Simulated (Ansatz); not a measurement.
## Ansatz run on HfZr3 (I4/mmm, 4 atoms in the cell): self-consistent single point

Computed with revPBE, harder PAW files (source: ansatz) made with PBE (plane waves; Ansatz, a quantum-chemistry and plane-wave program).

The input file:

Ansatz 0.2 input:
```yaml
crystal:
  lattice:
    - [-2.220318, 2.220318, 4.945633]
    - [2.220318, -2.220318, 4.945633]
    - [2.220318, 2.220318, -4.945633]
  atoms:
    - { symbol: Zr, position: [0.500000, 0.500000, 0.000000] }
    - { symbol: Zr, position: [0.750000, 0.250000, 0.500000] }
    - { symbol: Zr, position: [0.250000, 0.750000, 0.500000] }
    - { symbol: Hf, position: [0.000000, 0.000000, 0.000000] }
basis:
  ecutwfc: 520.0
kpoints:
  mp_grid:
    grid: [10, 10, 10]
hamiltonian:
  xc: revpbe
  pseudopotentials:
    kind: paw
    source: ansatz
scf:
  occupations:
    method: cold
    width: 0.136
output:
  forces: true
  eigenvalues: true
  stress: true
```

Log, with long lists cut:

```
WARN ansatz: RAYON_NUM_THREADS=1 ignored (pool sized by the plan → 1); use --threads N
Pseudopotentials: kind: paw
Pseudopotential: Zr, paw, valence charge 12
Pseudopotential: Hf, paw, valence charge 26
Crystal: 4 atoms, lattice volume = 97.524 Å³
Basis set: ecut = 520 eV, 2607 PW (Γ), exchange–correlation on 90×90×90 points (8 copies of the dense FFT grid, shifted against one another)
Bands: 38, of which v1, the nominal top of the filled ones, is band 31 counted from 1 (30 counted from 0)
Symmetry: 16 space group operations
Space group: I4/mmm (ITA 139), of the structure as read, at distance tolerance 4.6e-5 Å
k-points: 102 of 1000
PAW frozen core: Zr, regenerated for the run's functional, and the local potential with it
PAW frozen core: Hf, regenerated for the run's functional, and the local potential with it
Initial density: superposition of atomic densities (chi_scale 0.1, normalization cell, long waves kept (reshape's long-wave potential 0.00 eV rms))
Initial wavefunctions: pseudopotential atomic-orbital guess
Eigensolver: davidson
Functional: x = revpbe(κ = 1.245, μ = 0.2195149727645171), c = pbe(β = 0.06672455060314922)
SCF iter   1: F=—  HF=-28314.438245 eV  |F-HF|=—  |Δ(HF+E_count)|=         —  Δρ=3.08e-2  dr2=1.59e0  ethr=3.10e-3  ⟨swp⟩=4.2  Hψ=12183  notcnv=0
all-band conjugate gradients solve this SCF's bands
preconditioner: auto → Kerker (q_TF=auto, 2.530 Å⁻¹)
SCF iter   2: F=—  HF=-28314.146621 eV  |F-HF|=—  |Δ(HF+E_count)|=   2.92e-1  S|Δr|=    0.00e0  Δρ=1.84e-2  dr2=4.44e-1  ethr=2.56e-3  ⟨swp⟩=3.3  Hψ=7906  notcnv=0  defer=84
SCF iter   3: F=—  HF=-28314.054351 eV  |F-HF|=—  |Δ(HF+E_count)|=   9.23e-2  S|Δr|=    0.00e0  Δρ=7.88e-3  dr2=8.45e-2  ethr=7.16e-4  ⟨swp⟩=2.7  Hψ=7271  notcnv=0  defer=84
SCF iter   4: F=—  HF=-28314.018470 eV  |F-HF|=—  |Δ(HF+E_count)|=   3.59e-2  S|Δr|=    0.00e0  Δρ=3.01e-3  dr2=6.98e-3  ethr=1.36e-4  ⟨swp⟩=2.0  Hψ=6972  notcnv=0  defer=84
SCF iter   5: F=—  HF=-28314.019500 eV  |F-HF|=—  |Δ(HF+E_count)|=   1.03e-3  S|Δr|=    0.00e0  Δρ=8.82e-4  dr2=1.24e-3  ethr=1.13e-5  ⟨swp⟩=2.0  Hψ=5343  notcnv=0  defer=84
SCF iter   6: F=—  HF=-28314.019270 eV  |F-HF|=—  |Δ(HF+E_count)|=   2.31e-4  S|Δr|=    0.00e0  Δρ=2.39e-4  dr2=8.15e-5  ethr=2.00e-6  ⟨swp⟩=2.0  Hψ=5336  notcnv=0  defer=84
SCF iter   7: F=—  HF=-28314.019262 eV  |F-HF|=—  |Δ(HF+E_count)|=   7.31e-6  S|Δr|=    0.00e0  Δρ=9.49e-5  dr2=1.51e-5  ethr=1.31e-7  ⟨swp⟩=3.0  Hψ=7338  notcnv=0  defer=83
SCF iter   8: F=—  HF=-28314.019265 eV  |F-HF|=—  |Δ(HF+E_count)|=   2.39e-6  S|Δr|=    0.00e0  Δρ=5.22e-5  dr2=7.14e-6  ethr=2.43e-8  ⟨swp⟩=2.0  Hψ=4650  notcnv=0  defer=83
SCF iter   9: F=—  HF=-28314.019264 eV  |F-HF|=—  |Δ(HF+E_count)|=   8.69e-7  S|Δr|=    0.00e0  Δρ=2.04e-5  dr2=1.11e-6  ethr=1.15e-8  ⟨swp⟩=2.0  Hψ=4149  notcnv=0  defer=83
SCF iter  10: F=-28314.019264 eV  HF=-28314.019264 eV  |F-HF|=1.96e-8  |Δ(HF+E_count)|=   1.50e-7  S|Δr|=    0.00e0  Δρ=3.41e-6  dr2=2.30e-8  ethr=1.61e-10  ⟨swp⟩=8.6  Hψ=17204  notcnv=0
SCF 1 converged in 10 iterations: F = -28314.019264 eV  dr2 = 2.30e-8
SCF converged after 10 iterations
Stability not checked (fill_not_monotonic)
Free energy (F): -28314.019264 eV
Harris-Foulkes:  -28314.019264 eV  (|F-HF|=1.96e-8)
Internal energy: -28314.012373 eV  (E = F + TS)
E sigma→0 (E₀):  -28314.016967 eV
Entropy (-TS):   -0.006891 eV (-1.723 meV/atom)
Fermi energy:    13.946859 eV
--- Per-component energies (eV) ---
  E_band       = -408.609423
  E_kinetic    = 1529.167483
  E_local      = -12738.991423  (includes V_loc(G=0)·N_el)
  E_nonlocal   = 3390.515264
  E_hartree    = 4169.801481
  E_xc         = -1214.143831
  E_vxc        = -924.144320  (∫ρ·V_xc dr)
  E_paw        = -16040.632555  (= ΣΔE_a)
  E_vpaw       = -4.767904  (= ΣTr[D̂ρ^β])
  E_aug_tail   = 0.000041  (compensation charges beyond the density's cutoff)
  E_ewald      = -7409.426827
  E_core_change = -0.302007  (= ΣΔE_core)
  E_smearing   = -0.006891  (= −TS)
  E_closure    = -0.000000  (closes the sum)
  Σ components = -28314.019264   (vs F -28314.019264, Δ=0.00e0)
--- Forces (eV/Å), atoms counted from 1 ---
  atom   1  Zr     0.00000000     0.00000000     0.00000000
   [... zero for the other atoms too ...]
  max |Σ_I F_I| component: 1.08e-19 eV/Å
--- Stress (GPa, compression-positive) ---
       -1.911462       0.000000      -0.000000
        0.000000      -1.911462      -0.000000
        0.000000       0.000000      -6.122737
  P = ⅓ Tr σ = -3.3152 GPa (-33.152 kbar)
  The stress holds the Pulay correction. Without it, at fixed plane waves, as pw.x and ABINIT print it: P = -3.3220 GPa
--- Band table (eV; the first three rows and the last of 102) ---
  k-point 0: bands = ["-48.0692", "-34.7655", "-34.6500", "-34.6305", "-16.6922", "-16.6922", "-16.6478", "-13.0038", "-13.0038", "-12.9755", "-12.7231", "-12.7231", "-12.6333", "-12.4679", "-12.4514", "-12.4514", "1.9547", "1.9547", "1.9692", [...]
  k-point 1: bands = ["-48.0692", "-34.7593", "-34.6506", "-34.6360", "-16.6941", "-16.6892", "-16.6472", "-13.0380", "-12.9503", "-12.9373", "-12.7498", "-12.7341", "-12.6115", "-12.5104", "-12.4739", "-12.4474", "1.9542", "1.9545", "1.9694", [...]
  k-point 2: bands = ["-48.0691", "-34.7427", "-34.6524", "-34.6505", "-16.6991", "-16.6857", "-16.6456", "-13.0810", "-12.8803", "-12.8082", "-12.7970", "-12.7676", "-12.6492", "-12.5757", "-12.4931", "-12.4381", "1.9532", "1.9540", "1.9699", [...]
  k-point 101: bands = ["-48.0692", "-34.7478", "-34.6683", "-34.6306", "-16.6939", "-16.6939", "-16.6374", "-13.0382", "-13.0382", "-12.7773", "-12.6964", "-12.6589", "-12.6589", "-12.6281", "-12.4757", "-12.4757", "1.9546", "1.9546", "1.9697", [...]
```

The run converged in 10 iterations.

The starting cell was generated: these elements placed on a structure prototype, without a prior relaxation; it need not be a known phase or ordering of this composition. Its lattice was rescaled by a random factor within 2.5 % of one. Spin-orbit coupling is off. With a pressure of about -3 GPa the cell is away from its equilibrium volume at this level. Ansatz's pressure includes its estimate of the finite-basis (Pulay) stress.
